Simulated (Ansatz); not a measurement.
**Effect of uniaxial strain ε_zz = −2.50 % on Nb**

Start from Nb in the bcc (W type) structure (space group Im-3m, No. 229; a = 3.2484 Å; relaxed with 0.1 eV smearing). Axes: x, y, z lie along the cube axes.

The change: the cell is compressed by 2.50 % along z with no lateral relaxation, atoms relaxed at fixed cell.

Computed with plane-wave PAW DFT at the LDA level (Ansatz, a quantum-chemistry and plane-wave program, 420 eV), scalar-relativistic without spin-orbit coupling. Settings: 28×28×28 k-points, 0.1 eV Fermi–Dirac smearing.

```tsv
quantity	base	changed	shift
volume per atom	17.14 Å³	16.71 Å³	-0.43 Å³
shortest interatomic distance	2.813 Å	2.790 Å	-0.023 Å
energy relative to the base (free energy F)	0 meV/atom	+9.5 meV/atom	+9.5 meV/atom
pressure (mean of the normal stresses, compression positive)	0.0 GPa	5.1 GPa	+5.1 GPa
band gap	zero	zero	–
stress (xx, yy, zz, yz, xz, xy; compression positive)	–	(4.0, 4.0, 7.2, 0.0, 0.0, 0.0) GPa	–
```

Whether these cells are dynamically stable was not tested. All final runs are without spin polarisation.
